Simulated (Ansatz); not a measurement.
# Si well of 13 atomic layers along [001] in random Si0.5Ge0.5, interfaces graded over 8 layers

Prepared with LAMMPS with Tersoff's 1989 multicomponent potential (SiCGe.tersoff): minimisation. Geometry as solved with Ansatz (a quantum-chemistry and plane-wave program) with PBE, support functions at accuracy medium on the grid of 370 eV.

```xyz
720
Lattice="16.85 0.00 0.00 0.00 16.85 0.00 0.00 0.00 55.23" Properties=species:S:1:pos:R:3 pbc="T T T"
Si    -0.03     0.00     0.00
Ge     1.42     1.39     1.40
Si     2.82     2.81     0.01
Si     4.22     4.20     1.35
Si     2.83    -0.01     2.80
Si     4.18     1.39     4.18
Si     0.03     2.80     2.81
Si     1.43     4.13     4.19
Ge     0.01     0.00     5.65
Si     1.46     1.39     7.01
Si     2.80     2.75     5.57
Ge     4.22     4.17     6.98
Si     2.85     0.02     8.37
Si     4.20     1.39     9.79
Ge     0.02     2.77     8.43
Si     1.41     4.19     9.83
Ge     0.00     0.02    11.24
Si     1.43     1.43    12.61
Si     2.79     2.76    11.16
Ge     4.22     4.13    12.57
Si     2.81     0.01    13.96
Si     4.23     1.36    15.33
Si     0.02     2.83    13.95
Si     1.34     4.22    15.35
Si     0.00    -0.01    16.68
Ge     1.37     1.41    18.08
Ge     2.84     2.84    16.69
Si     4.24     4.24    18.12
Ge     2.82    -0.05    19.47
Ge     4.25     1.44    20.85
Si    -0.04     2.84    19.47
Si     1.39     4.22    20.82
Si     0.02     0.02    22.15
Si     1.41     1.41    23.52
Si     2.79     2.85    22.20
Si     4.22     4.23    23.53
Si     2.81     0.00    24.86
Si     4.21     1.40    26.21
Si     0.00     2.81    24.87
Si     1.41     4.21    26.21
Si     0.01     0.01    27.57
Si     1.41     1.42    28.92
Si     2.81     2.81    27.56
Si     4.21     4.20    28.91
Si     2.84     0.02    30.25
Si     4.23     1.41    31.62
Si     0.00     2.81    30.29
Si     1.41     4.22    31.63
Si    -0.03     0.02    33.00
Si     1.41     1.40    34.30
Si     2.81     2.80    32.97
Si     4.21     4.16    34.34
Ge     2.79    -0.04    35.69
Ge     4.22     1.42    37.12
Ge     0.00     2.79    35.71
Si     1.40     4.21    37.11
Si    -0.01    -0.02    38.44
Ge     1.40     1.39    39.85
Si     2.78     2.84    38.47
Ge     4.23     4.21    39.86
Si     2.86    -0.01    41.21
Si     4.21     1.39    42.58
Si     0.01     2.80    41.27
Si     1.40     4.19    42.61
Ge    -0.02     0.02    44.01
Si     1.42     1.39    45.42
Ge     2.83     2.80    44.01
Si     4.23     4.21    45.44
Si     2.81     0.02    46.77
Ge     4.20     1.41    48.21
Ge     0.02     2.80    46.84
Si     1.45     4.19    48.24
Ge     0.00     0.02    49.58
Ge     1.41     1.44    51.04
Si     2.82     2.83    49.63
Si     4.22     4.16    51.01
Si     2.80    -0.01    52.40
Ge     4.20     1.42    53.79
Si    -0.04     2.80    52.45
Ge     1.39     4.18    53.84
Ge    -0.05     5.64    -0.03
Ge     1.38     7.04     1.43
Ge     2.78     8.45    -0.02
Ge     4.24     9.86     1.39
Ge     2.83     5.56     2.81
Si     4.25     6.98     4.20
Si     0.00     8.46     2.81
Si     1.38     9.82     4.18
Ge     0.02     5.56     5.56
Ge     1.43     6.97     7.01
Ge     2.82     8.41     5.55
Ge     4.18     9.88     7.00
Si     2.79     5.53     8.41
Ge     4.20     6.94     9.79
Ge    -0.02     8.41     8.41
Ge     1.39     9.90     9.79
Si    -0.02     5.57    11.17
Si     1.34     6.98    12.54
Ge     2.77     8.40    11.19
Ge     4.19     9.87    12.59
Ge     2.75     5.59    13.94
Ge     4.23     6.98    15.39
Ge    -0.03     8.37    13.97
Ge     1.41     9.84    15.35
Si    -0.03     5.61    16.75
Si     1.37     6.98    18.14
Ge     2.81     8.42    16.81
Si     4.24     9.86    18.15
Si     2.81     5.61    19.47
Si     4.21     7.02    20.81
Si    -0.01     8.40    19.48
Si     1.40     9.81    20.81
Si     0.00     5.62    22.17
Si     1.43     7.00    23.50
Si     2.82     8.42    22.16
Si     4.22     9.81    23.52
Si     2.82     5.62    24.87
Si     4.22     7.02    26.22
Ge     0.00     8.42    24.87
Si     1.43     9.84    26.25
Si    -0.01     5.60    27.57
Si     1.40     7.00    28.90
Si     2.82     8.42    27.58
Si     4.23     9.83    28.91
Si     2.80     5.60    30.25
Si     4.21     7.00    31.56
Si    -0.03     8.39    30.22
Ge     1.39     9.83    31.56
Si    -0.02     5.61    32.98
Si     1.34     7.01    34.36
Ge     2.80     8.38    32.98
Ge     4.23     9.86    34.37
Ge     2.81     5.61    35.72
Si     4.24     7.04    37.09
Si    -0.02     8.42    35.73
Si     1.39     9.83    37.09
Si     0.01     5.63    38.42
Ge     1.44     7.02    39.81
Si     2.85     8.45    38.42
Si     4.23     9.81    39.81
Si     2.79     5.58    41.26
Ge     4.23     6.98    42.62
Ge    -0.02     8.48    41.20
Ge     1.40     9.89    42.64
Ge     0.00     5.57    44.04
Ge     1.42     6.98    45.50
Ge     2.83     8.44    44.07
Si     4.23     9.83    45.46
Si     2.83     5.54    46.85
Ge     4.21     7.01    48.19
Si     0.00     8.40    46.88
Si     1.37     9.81    48.23
Ge    -0.01     5.57    49.62
Ge     1.37     7.04    51.06
Ge     2.80     8.46    49.64
Si     4.22     9.82    51.07
Ge     2.84     5.58    52.41
Ge     4.27     7.02    53.84
Si    -0.04     8.44    52.47
Si     1.36     9.82    53.80
Ge    -0.02    11.24    -0.03
Ge     1.40    12.69     1.40
Si     2.85    14.07     0.02
Si     4.19    15.47     1.41
Ge     2.81    11.26     2.85
Si     4.20    12.68     4.25
Si    -0.05    14.07     2.79
Ge     1.42    15.41     4.20
Ge     0.03    11.28     5.57
Si     1.45    12.65     6.99
Si     2.83    14.03     5.64
Si     4.19    15.42     7.02
Si     2.81    11.31     8.40
Si     4.20    12.71     9.76
Ge     0.00    14.02     8.38
Ge     1.44    15.47     9.78
Si    -0.03    11.30    11.18
Ge     1.41    12.69    12.57
Si     2.86    14.08    11.17
Si     4.19    15.48    12.56
Si     2.80    11.27    13.98
Si     4.21    12.60    15.35
Si    -0.02    14.08    13.98
Si     1.39    15.47    15.31
Ge    -0.06    11.26    16.76
Si     1.40    12.64    18.14
Ge     2.80    14.05    16.71
Si     4.27    15.43    18.09
Si     2.81    11.24    19.48
Si     4.23    12.64    20.81
Si     0.00    14.01    19.49
Si     1.39    15.40    20.85
Si    -0.03    11.20    22.15
Ge     1.41    12.61    23.53
Si     2.84    14.05    22.16
Si     4.23    15.44    23.53
Si     2.85    11.20    24.90
Si     4.23    12.64    26.23
Si     0.00    14.04    24.92
Si     1.41    15.46    26.23
Si     0.00    11.23    27.57
Si     1.41    12.64    28.90
Si     2.82    14.05    27.57
Si     4.22    15.45    28.92
Si     2.84    11.26    30.23
Si     4.23    12.63    31.62
Si    -0.01    14.02    30.24
Ge     1.41    15.44    31.63
Ge    -0.02    11.26    33.01
Si     1.41    12.67    34.39
Si     2.84    14.01    33.01
Si     4.25    15.41    34.32
Si     2.76    11.25    35.74
Ge     4.20    12.66    37.11
Si     0.00    14.05    35.74
Si     1.38    15.43    37.11
Si     0.00    11.26    38.44
Si     1.38    12.66    39.80
Si     2.78    14.08    38.50
Si     4.22    15.44    39.85
Ge     2.83    11.27    41.18
Si     4.22    12.67    42.58
Si    -0.01    14.00    41.21
Ge     1.41    15.43    42.56
Si    -0.02    11.28    44.01
Si     1.39    12.62    45.38
Ge     2.82    14.03    44.02
Si     4.18    15.48    45.42
Ge     2.77    11.23    46.83
Si     4.14    12.65    48.26
Ge     0.00    14.05    46.76
Ge     1.46    15.44    48.20
Ge     0.03    11.21    49.68
Si     1.42    12.67    51.04
Si     2.82    14.04    49.67
Si     4.19    15.45    51.05
Ge     2.81    11.25    52.45
Si     4.22    12.67    53.86
Si     0.01    14.00    52.44
Ge     1.40    15.44    53.83
Ge     5.63     0.00     0.03
Si     7.05     1.43     1.40
Si     8.42     2.84     0.06
Si     9.81     4.24     1.41
Ge     8.40     0.01     2.83
Si     9.85     1.39     4.20
Ge     5.60     2.81     2.79
Si     7.02     4.25     4.17
Ge     5.57    -0.03     5.60
Ge     7.01     1.39     7.05
Ge     8.41     2.80     5.55
Ge     9.81     4.20     7.00
Si     8.44     0.00     8.42
Si     9.82     1.33     9.82
Si     5.59     2.79     8.45
Si     6.98     4.17     9.80
Si     5.57     0.02    11.20
Si     6.97     1.38    12.58
Ge     8.41     2.77    11.19
Si     9.84     4.14    12.60
Ge     8.44    -0.01    13.92
Ge     9.87     1.42    15.36
Si     5.63     2.74    14.00
Si     6.99     4.14    15.39
Si     5.62     0.03    16.76
Si     7.03     1.42    18.10
Si     8.42     2.81    16.75
Si     9.83     4.21    18.10
Si     8.42     0.01    19.46
Si     9.82     1.40    20.82
Si     5.66     2.85    19.45
Si     7.04     4.23    20.82
Si     5.65    -0.01    22.21
Si     7.04     1.41    23.53
Si     8.43     2.81    22.17
Si     9.82     4.22    23.52
Si     8.43     0.01    24.89
Si     9.83     1.41    26.23
Si     5.62     2.81    24.87
Si     7.02     4.21    26.22
Si     5.62     0.00    27.55
Si     7.01     1.40    28.91
Si     8.42     2.81    27.57
Si     9.83     4.22    28.90
Si     8.40    -0.03    30.24
Ge     9.85     1.38    31.60
Si     5.62     2.80    30.25
Si     7.02     4.21    31.57
Si     5.62     0.00    32.98
Si     7.00     1.38    34.38
Ge     8.40     2.82    33.00
Si     9.87     4.20    34.36
Si     8.43     0.00    35.72
Si     9.83     1.39    37.09
Si     5.63     2.81    35.71
Si     7.00     4.19    37.10
Si     5.64    -0.02    38.50
Si     7.04     1.37    39.85
Si     8.39     2.77    38.44
Si     9.78     4.15    39.80
Si     8.46     0.02    41.23
Si     9.79     1.36    42.68
Si     5.63     2.74    41.23
Ge     7.00     4.16    42.66
Ge     5.61     0.02    44.03
Si     7.01     1.45    45.41
Si     8.44     2.77    44.05
Si     9.82     4.14    45.42
Ge     8.43     0.05    46.81
Si     9.85     1.44    48.20
Si     5.61     2.80    46.78
Ge     7.01     4.18    48.20
Si     5.56     0.02    49.69
Si     6.96     1.41    51.03
Ge     8.42     2.77    49.63
Ge     9.85     4.25    51.04
Ge     8.36     0.02    52.45
Ge     9.82     1.47    53.85
Si     5.61     2.82    52.39
Ge     7.02     4.20    53.84
Si     5.63     5.60     0.04
Si     7.06     6.97     1.39
Si     8.37     8.37    -0.03
Ge     9.79     9.78     1.35
Si     8.44     5.61     2.80
Si     9.82     7.00     4.17
Ge     5.66     8.39     2.80
Si     7.03     9.82     4.21
Si     5.63     5.61     5.57
Si     7.00     6.99     6.94
Ge     8.44     8.42     5.59
Si     9.88     9.84     6.97
Ge     8.35     5.61     8.39
Ge     9.85     7.04     9.75
Ge     5.61     8.39     8.35
Ge     7.03     9.86     9.75
Si     5.62     5.54    11.17
Ge     7.01     6.96    12.55
Ge     8.44     8.45    11.19
Ge     9.84     9.92    12.60
Ge     8.42     5.53    14.00
Ge     9.83     7.00    15.42
Ge     5.63     8.43    13.98
Ge     7.06     9.88    15.40
Si     5.66     5.58    16.76
Si     7.03     7.02    18.11
Si     8.43     8.42    16.80
Si     9.83     9.82    18.11
Si     8.44     5.63    19.46
Si     9.83     7.03    20.81
Si     5.63     8.42    19.47
Si     7.03     9.82    20.82
Si     5.62     5.62    22.16
Si     7.02     7.02    23.52
Si     8.42     8.42    22.17
Si     9.82     9.82    23.51
Si     8.42     5.62    24.87
Si     9.83     7.02    26.22
Si     5.63     8.42    24.87
Si     7.03     9.82    26.22
Si     5.62     5.62    27.57
Si     7.02     7.02    28.91
Si     8.43     8.42    27.57
Si     9.83     9.82    28.92
Si     8.43     5.62    30.25
Si     9.82     7.01    31.62
Si     5.62     8.43    30.26
Si     7.01     9.83    31.62
Ge     5.61     5.60    32.96
Si     7.01     7.04    34.34
Si     8.40     8.41    32.95
Ge     9.80     9.86    34.31
Ge     8.42     5.62    35.72
Si     9.80     7.04    37.12
Si     5.63     8.40    35.73
Ge     7.04     9.84    37.10
Si     5.63     5.63    38.44
Si     7.00     7.04    39.79
Si     8.45     8.42    38.50
Si     9.85     9.82    39.82
Ge     8.39     5.59    41.17
Ge     9.84     7.02    42.58
Si     5.59     8.39    41.16
Ge     6.98     9.79    42.57
Si     5.62     5.59    44.07
Si     6.99     7.00    45.42
Ge     8.41     8.41    44.04
Si     9.87     9.81    45.41
Ge     8.45     5.61    46.80
Si     9.88     7.01    48.21
Si     5.61     8.40    46.77
Ge     7.00     9.79    48.19
Ge     5.61     5.59    49.66
Ge     7.04     7.02    51.09
Ge     8.47     8.39    49.62
Si     9.83     9.79    51.05
Si     8.46     5.62    52.48
Si     9.81     7.00    53.86
Si     5.63     8.47    52.44
Si     7.00     9.80    53.86
Si     5.62    11.24    -0.05
Ge     6.98    12.62     1.38
Ge     8.42    14.03    -0.05
Ge     9.84    15.42     1.43
Ge     8.42    11.22     2.82
Ge     9.85    12.66     4.25
Ge     5.58    14.07     2.83
Si     7.02    15.43     4.23
Ge     5.66    11.28     5.59
Si     7.03    12.71     7.00
Si     8.39    14.07     5.61
Ge     9.84    15.45     6.99
Ge     8.49    11.30     8.35
Si     9.87    12.69     9.81
Si     5.60    14.05     8.37
Ge     7.01    15.45     9.81
Ge     5.62    11.32    11.16
Si     7.07    12.68    12.57
Si     8.47    14.04    11.19
Si     9.87    15.42    12.55
Si     8.43    11.32    13.99
Si     9.84    12.65    15.36
Ge     5.59    14.04    13.94
Ge     7.03    15.44    15.40
Si     5.60    11.27    16.77
Si     7.04    12.64    18.11
Si     8.46    14.02    16.77
Si     9.82    15.45    18.12
Si     8.43    11.22    19.46
Si     9.85    12.61    20.80
Si     5.64    14.04    19.45
Si     7.01    15.46    20.80
Si     5.61    11.22    22.16
Si     6.99    12.60    23.54
Ge     8.42    14.03    22.17
Si     9.84    15.46    23.55
Si     8.42    11.22    24.87
Si     9.82    12.63    26.21
Si     5.61    14.03    24.88
Si     7.02    15.44    26.21
Si     5.63    11.23    27.57
Si     7.02    12.64    28.93
Si     8.42    14.03    27.55
Si     9.81    15.43    28.89
Si     8.43    11.23    30.28
Si     9.82    12.64    31.62
Si     5.62    14.04    30.28
Si     7.02    15.44    31.63
Si     5.65    11.26    32.97
Si     7.03    12.67    34.34
Si     8.44    14.06    32.98
Si     9.83    15.45    34.36
Si     8.40    11.27    35.69
Ge     9.86    12.63    37.09
Si     5.64    14.07    35.70
Si     7.01    15.48    37.07
Si     5.61    11.24    38.50
Si     6.96    12.65    39.84
Ge     8.40    14.07    38.49
Si     9.85    15.47    39.87
Ge     8.42    11.25    41.18
Ge     9.86    12.66    42.63
Si     5.60    14.03    41.21
Ge     7.04    15.43    42.59
Ge     5.57    11.24    44.00
Ge     7.03    12.68    45.39
Si     8.46    14.09    44.02
Si     9.83    15.46    45.40
Ge     8.45    11.21    46.78
Ge     9.85    12.67    48.20
Ge     5.54    14.06    46.85
Ge     6.97    15.50    48.27
Ge     5.55    11.22    49.63
Ge     6.97    12.65    51.08
Ge     8.41    14.05    49.65
Ge     9.85    15.45    51.08
Ge     8.43    11.19    52.47
Si     9.85    12.63    53.80
Si     5.56    14.07    52.47
Si     6.98    15.42    53.82
Ge    11.26     0.03     0.04
Si    12.69     1.41     1.41
Si    14.05     2.76     0.01
Ge    15.44     4.16     1.41
Si    14.03    -0.02     2.76
Ge    15.43     1.41     4.17
Ge    11.24     2.81     2.79
Si    12.63     4.21     4.21
Si    11.23    -0.02     5.53
Ge    12.63     1.37     6.93
Si    14.00     2.82     5.55
Ge    15.39     4.19     6.99
Ge    14.05    -0.02     8.42
Si    15.44     1.40     9.84
Ge    11.22     2.75     8.42
Ge    12.69     4.18     9.80
Si    11.23    -0.02    11.18
Si    12.61     1.41    12.53
Si    14.07     2.78    11.22
Si    15.46     4.19    12.58
Ge    13.98    -0.01    13.95
Ge    15.44     1.43    15.34
Si    11.29     2.81    13.95
Si    12.65     4.19    15.35
Si    11.25    -0.03    16.76
Si    12.63     1.40    18.11
Si    14.01     2.82    16.76
Si    15.41     4.22    18.11
Si    14.02     0.01    19.47
Si    15.45     1.39    20.80
Si    11.22     2.80    19.45
Si    12.60     4.24    20.78
Si    11.23     0.00    22.18
Si    12.60     1.40    23.55
Ge    14.03     2.82    22.17
Si    15.47     4.24    23.54
Si    14.00     0.03    24.90
Si    15.44     1.42    26.22
Si    11.21     2.82    24.88
Si    12.63     4.21    26.22
Si    11.23     0.00    27.57
Si    12.65     1.41    28.90
Si    14.05     2.82    27.56
Si    15.44     4.21    28.93
Si    14.06     0.04    30.25
Si    15.44     1.42    31.64
Si    11.26     2.83    30.23
Si    12.63     4.21    31.62
Si    11.23     0.00    33.03
Si    12.64     1.39    34.37
Si    14.02     2.81    32.99
Si    15.42     4.22    34.33
Si    14.03    -0.02    35.72
Si    15.44     1.34    37.07
Si    11.24     2.79    35.71
Si    12.64     4.19    37.04
Si    11.23    -0.02    38.45
Si    12.61     1.34    39.83
Ge    14.02     2.75    38.44
Ge    15.49     4.20    39.83
Si    14.04     0.04    41.22
Si    15.44     1.42    42.59
Ge    11.17     2.73    41.21
Ge    12.62     4.16    42.62
Si    11.21     0.01    44.05
Si    12.60     1.37    45.44
Ge    14.05     2.77    44.06
Si    15.43     4.20    45.46
Si    14.04     0.02    46.78
Si    15.41     1.39    48.18
Si    11.22     2.79    46.80
Ge    12.63     4.24    48.19
Ge    11.24     0.06    49.63
Si    12.63     1.44    51.06
Ge    14.05     2.80    49.64
Si    15.44     4.20    51.08
Ge    14.04     0.04    52.45
Si    15.46     1.42    53.87
Si    11.26     2.83    52.43
Ge    12.65     4.22    53.86
Si    11.19     5.63     0.02
Si    12.61     7.01     1.35
Si    14.00     8.38    -0.02
Ge    15.39     9.80     1.41
Ge    13.99     5.61     2.77
Ge    15.45     7.04     4.18
Ge    11.25     8.41     2.80
Si    12.62     9.88     4.21
Ge    11.25     5.64     5.60
Si    12.63     7.04     7.03
Ge    13.99     8.45     5.60
Ge    15.41     9.89     7.01
Si    14.03     5.65     8.39
Si    15.45     6.96     9.78
Si    11.24     8.45     8.34
Ge    12.60     9.88     9.76
Ge    11.22     5.57    11.21
Ge    12.68     6.98    12.63
Ge    14.05     8.41    11.15
Ge    15.42     9.89    12.58
Si    14.09     5.56    14.01
Si    15.41     6.98    15.39
Ge    11.27     8.46    14.02
Si    12.68     9.87    15.40
Si    11.27     5.57    16.76
Si    12.63     7.01    18.10
Si    14.03     8.41    16.74
Si    15.41     9.78    18.13
Si    14.03     5.63    19.46
Si    15.43     7.02    20.83
Si    11.23     8.42    19.45
Si    12.62     9.81    20.82
Si    11.22     5.62    22.16
Si    12.62     7.01    23.52
Si    14.02     8.41    22.17
Si    15.40     9.84    23.50
Si    14.03     5.62    24.87
Si    15.41     6.99    26.24
Si    11.22     8.42    24.86
Si    12.63     9.82    26.21
Si    11.23     5.62    27.56
Si    12.62     7.02    28.93
Si    14.02     8.42    27.57
Si    15.43     9.82    28.90
Si    14.03     5.62    30.28
Si    15.44     7.02    31.62
Si    11.23     8.42    30.28
Si    12.64     9.83    31.62
Si    11.21     5.59    32.96
Ge    12.66     7.00    34.33
Si    14.06     8.45    32.96
Si    15.41     9.82    34.38
Si    14.07     5.60    35.73
Si    15.45     7.02    37.09
Ge    11.24     8.45    35.77
Si    12.68     9.86    37.13
Ge    11.21     5.58    38.44
Ge    12.63     7.08    39.82
Si    14.08     8.47    38.44
Si    15.43     9.90    39.81
Ge    14.04     5.62    41.22
Ge    15.43     7.05    42.65
Si    11.23     8.47    41.21
Ge    12.65     9.86    42.61
Ge    11.21     5.58    44.05
Ge    12.66     7.03    45.44
Si    14.04     8.45    44.03
Ge    15.49     9.81    45.41
Si    14.09     5.62    46.82
Si    15.46     7.00    48.21
Si    11.21     8.41    46.81
Ge    12.61     9.77    48.23
Si    11.25     5.65    49.61
Si    12.64     6.96    51.03
Ge    14.07     8.38    49.67
Si    15.45     9.82    51.09
Si    14.05     5.61    52.42
Si    15.39     7.05    53.80
Ge    11.25     8.39    52.44
Si    12.69     9.80    53.82
Ge    11.26    11.23    -0.04
Ge    12.68    12.65     1.43
Si    14.11    14.03     0.01
Si    15.44    15.46     1.39
Si    14.04    11.23     2.85
Si    15.44    12.66     4.16
Si    11.27    14.05     2.83
Si    12.63    15.47     4.16
Si    11.27    11.24     5.64
Si    12.62    12.65     7.03
Ge    14.02    14.05     5.58
Si    15.44    15.43     7.01
Si    14.02    11.31     8.41
Si    15.42    12.63     9.80
Si    11.25    14.04     8.41
Si    12.60    15.44     9.80
Si    11.24    11.31    11.19
Si    12.61    12.64    12.62
Ge    14.02    14.04    11.21
Si    15.44    15.43    12.61
Si    14.00    11.28    14.00
Si    15.41    12.69    15.32
Si    11.21    14.04    13.98
Si    12.59    15.42    15.36
Si    11.20    11.21    16.71
Ge    12.62    12.63    18.09
Si    14.01    14.04    16.67
Ge    15.43    15.43    18.08
Si    14.04    11.19    19.47
Si    15.42    12.60    20.81
Si    11.21    14.06    19.48
Si    12.62    15.45    20.82
Si    11.23    11.21    22.16
Si    12.62    12.63    23.51
Si    14.01    14.01    22.14
Ge    15.43    15.45    23.52
Si    14.03    11.24    24.87
Si    15.43    12.63    26.23
Si    11.23    14.04    24.88
Si    12.63    15.44    26.23
Si    11.22    11.22    27.56
Si    12.62    12.63    28.91
Si    14.03    14.04    27.58
Si    15.44    15.45    28.91
Si    14.03    11.22    30.25
Si    15.43    12.63    31.57
Si    11.20    14.02    30.24
Ge    12.62    15.46    31.60
Si    11.26    11.26    32.95
Si    12.63    12.62    34.37
Ge    14.07    14.03    33.00
Si    15.47    15.46    34.39
Si    14.03    11.24    35.73
Si    15.43    12.64    37.07
Si    11.25    14.06    35.69
Si    12.63    15.43    37.07
Si    11.27    11.21    38.50
Si    12.63    12.65    39.85
Si    14.00    14.01    38.43
Ge    15.42    15.43    39.83
Si    14.06    11.29    41.21
Si    15.45    12.65    42.62
Si    11.25    14.06    41.20
Ge    12.64    15.48    42.63
Si    11.22    11.22    44.03
Ge    12.62    12.67    45.38
Si    14.07    14.06    44.00
Si    15.40    15.46    45.39
Ge    14.02    11.22    46.82
Ge    15.46    12.62    48.23
Si    11.21    14.09    46.77
Ge    12.64    15.47    48.18
Ge    11.21    11.21    49.67
Ge    12.64    12.60    51.11
Ge    14.02    14.04    49.64
Ge    15.48    15.44    51.05
Si    14.08    11.20    52.48
Si    15.44    12.64    53.81
Si    11.23    14.02    52.47
Ge    12.66    15.40    53.86
```
